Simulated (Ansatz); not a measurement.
Start from InP in the zinc blende structure (space group F-43m, No. 216).

```
CELL_PARAMETERS angstrom
      0.00000     2.91346     2.91346
      2.91346     0.00000     2.91346
      2.91346     2.91346     0.00000
ATOMIC_POSITIONS crystal
  In 0.00000 0.00000 0.00000
  P  0.25000 0.25000 0.25000
```

Cartesian axes are those of the cell as printed.

The values are results of LDA, PAW, 420 eV (Ansatz, a quantum-chemistry and plane-wave program; scalar-relativistic without spin-orbit coupling), not measurements.

Now apply this change: a pure shear with ε_xy = ε_yx = 0.0143, atoms relaxed at fixed cell.

Task: Predict the stress tensor and what it implies for the stiffness.

Result: Stress of the strained cell less that of the base (GPa, compression positive):
```
   0.01   -1.30    0.00
  -1.30    0.01    0.00
   0.00    0.00   -0.01
```

Then −Δσ/γ with γ = 2ε = 0.0286 gives secant stiffness values (nonlinear terms included at this strain): C66 ≈ 45 GPa.

No phonon test of stability was made.
